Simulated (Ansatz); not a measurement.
Take CsI in the CsCl type structure (space group Pm-3m, No. 221; a = 4.6100 Å) as the base. Axes: x, y, z lie along the cube axes.

Calculations: r2SCAN/PAW in Ansatz (an electronic-structure program), no SOC.

Base values:

| Property | Value |
|---|---|
| Pressure | 0.01 GPa |
| Valley order | Γ 4.51 eV; M along ⟨110⟩ 4.77 eV |

Modification: biaxial strain +2.46 %, plane normal [111], relaxed out of plane (Cartesian); in-plane vectors clamped, the third vector and the atoms free.

### Question
How does this affect the out-of-plane strain, pressure and valley order?

### Answer
The out-of-plane strain comes out as -1.50 %; the pressure (mean of the normal stresses, compression positive) drops by 0.34 GPa (0.01 GPa → -0.33 GPa); the valley order (the lowest conduction-band minima on the path, energy above the VBM, named in the base's zone) becomes Γ 4.39 eV; M along [110] 4.77 eV (base: Γ 4.51 eV; M along ⟨110⟩ 4.77 eV).

Spin-orbit coupling, missing from the scalar runs, can matter with I. The levels and masses belong to the bands next to the band gap. Stability against distortions was not tested.
